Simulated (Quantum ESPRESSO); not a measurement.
Worked example: self-consistent single point of Al3Pt2 (P-3m1, 10 atoms in the cell) in Quantum ESPRESSO.

Level of theory: PBEsol, GBRV 1.5 ultrasoft (PBESOL) pseudopotentials (plane waves; Quantum ESPRESSO).

```
CELL_PARAMETERS angstrom
      4.12999     0.00000     0.00000
     -2.06500     3.57668     0.00000
      0.00000     0.00000    11.13128
ATOMIC_POSITIONS crystal
  Al 0.33333 0.66667 0.33392
  Al 0.66667 0.33333 0.66608
  Al 0.00000 0.00000 0.50000
  Al 0.00000 0.00000 0.00000
  Al 0.00000 0.00000 0.77320
  Al 0.00000 0.00000 0.22680
  Pt 0.33333 0.66667 0.58776
  Pt 0.66667 0.33333 0.41224
  Pt 0.33333 0.66667 0.10305
  Pt 0.66667 0.33333 0.89695
```

Reference input (self-consistent single point, DFT, PBEsol, plane waves, GBRV 1.5 ultrasoft (PBESOL) pseudopotentials): ecutwfc = 40 Ry; ecutrho = 320 Ry; occupations = smearing; smearing = cold; degauss = 0.0073499 Ry; potentials = {Al: al_pbesol_v1.uspp.F.UPF, Pt: pt_pbesol_v1.4.uspp.F.UPF}; K_POINTS = automatic 5 5 2 0 0 0; conv_thr = 1e-10 Ry; mixing_beta = 0.4. This run's input differs from it in these lines:

```diff
@@ -13,4 +13,4 @@
    ntyp = 2
-   ecutwfc = 40
-   ecutrho = 320
+   ecutwfc = 46
+   ecutrho = 368
    occupations = 'smearing'
```

Output, abridged:

```
     Self-consistent Calculation

     iteration #  1     ecut=    46.00 Ry     beta= 0.40

---- Real-time Memory Report at c_bands before calling an iterative solver
           467 MiB given to the printing process from OS
           131 MiB allocation reported by mallinfo(arena+hblkhd)
------------------

     negative rho (up, down):  6.916E-01 0.000E+00

     total energy              =    -878.90729274 Ry
     estimated scf accuracy    <      10.37736315 Ry

     iteration #  2     ecut=    46.00 Ry     beta= 0.40

---- Real-time Memory Report at c_bands before calling an iterative solver
   [... lines left out ...]
           564 MiB given to the printing process from OS
           188 MiB allocation reported by mallinfo(arena+hblkhd)
------------------

     negative rho (up, down):  6.905E-01 0.000E+00

     total energy              =    -882.63137345 Ry
     estimated scf accuracy    <          1.3E-10 Ry

     iteration # 15     ecut=    46.00 Ry     beta= 0.40

---- Real-time Memory Report at c_bands before calling an iterative solver
           564 MiB given to the printing process from OS
           188 MiB allocation reported by mallinfo(arena+hblkhd)
------------------

     negative rho (up, down):  6.905E-01 0.000E+00
     End of self-consistent calculation

     the Fermi energy is    12.7512 ev

!    total energy              =    -882.63137345 Ry
     estimated scf accuracy    <          4.7E-11 Ry
     smearing contrib. (-TS)   =      -0.00006359 Ry
     internal energy E=F+TS    =    -882.63130986 Ry

     convergence has been achieved in  15 iterations

     negative rho (up, down):  6.905E-01 0.000E+00

     Forces acting on atoms (cartesian axes, Ry/au):

     atom    1 type  1   force =     0.00000000    0.00000000   -0.00036186
     atom    2 type  1   force =    -0.00000000    0.00000000    0.00036186
     atom    3 type  1   force =    -0.00000000    0.00000000    0.00000000
     atom    4 type  1   force =     0.00000000   -0.00000000    0.00000000
     atom    5 type  1   force =     0.00000000    0.00000000    0.00499213
   [... lines left out ...]
     Total force =     0.015869     Total SCF correction =     0.000009
   [... lines left out ...]

     negative rho (up, down):  6.905E-01 0.000E+00
          total   stress  (Ry/bohr**3)                   (kbar)     P=      -41.83
  -0.00032666  -0.00000000   0.00000000          -48.05       -0.00        0.00
  -0.00000000  -0.00032666   0.00000000           -0.00      -48.05        0.00
   0.00000000   0.00000000  -0.00019970            0.00        0.00      -29.38

   JOB DONE.
```

The run converged in 15 iterations. Against the reference run the free energy goes down by 6.5 meV/atom, the pressure goes from -4.40 to -4.18 GPa and the largest force stays at 0.258 eV/Å.

The starting cell comes from a database of computed structures (which also holds hypothetical and non-ambient phases and stackings), without a prior relaxation at this level. Spin polarisation is off.

Cost on one core of a shared machine: roughly 2 min.
